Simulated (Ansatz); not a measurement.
## GeSb4Te7 (P-3m1, No. 164, 12 atoms in the cell; start mp-29641)

Calculation: PBEsol (Ansatz, an electronic-structure program, plane waves, PAW).

Run with plane-wave cutoff 520 eV, 12×12×2 k mesh (along the axes of the cell as run), Fermi–Dirac smearing 0.01 eV, scalar-relativistic PAW data made under PBE.

Cell (relaxed with PBE-D3(BJ)):

```cif
data_GeSb4Te7
_chemical_formula_sum 'Ge1 Sb4 Te7'
_space_group_name_H-M_alt 'P 1'
_space_group_IT_number 1
_cell_length_a 4.25885
_cell_length_b 4.25885
_cell_length_c 23.34723
_cell_angle_alpha 90.000
_cell_angle_beta 90.000
_cell_angle_gamma 120.000
loop_
_space_group_symop_operation_xyz
  'x, y, z'
loop_
_atom_site_label
_atom_site_type_symbol
_atom_site_fract_x
_atom_site_fract_y
_atom_site_fract_z
_atom_site_occupancy
Ge1 Ge 0.00000 0.00000 0.50000 1
Sb1 Sb 0.66667 0.33333 0.91572 1
Sb2 Sb 0.33333 0.66667 0.08428 1
Sb3 Sb 0.33333 0.66667 0.34365 1
Sb4 Sb 0.66667 0.33333 0.65635 1
Te1 Te 0.33333 0.66667 0.84200 1
Te2 Te 0.66667 0.33333 0.15800 1
Te3 Te 0.00000 0.00000 0.72985 1
Te4 Te 0.00000 0.00000 0.27015 1
Te5 Te 0.66667 0.33333 0.42883 1
Te6 Te 0.33333 0.66667 0.57117 1
Te7 Te 0.00000 0.00000 0.00000 1
```

```yaml
band_gap: 0.03 eV
direct gap at Γ: 0.45 eV
```

Note: cell and atoms aren't relaxed at this level (largest force component 0.07 eV/Å, pressure -0.2 GPa).

Spin–orbit coupling is not included; it can close the smallest gap of 0.03 eV.

Computing time: very roughly 2.6 core-minutes.

A start named mp-… is a Materials Project structure, which need not be a measured phase.
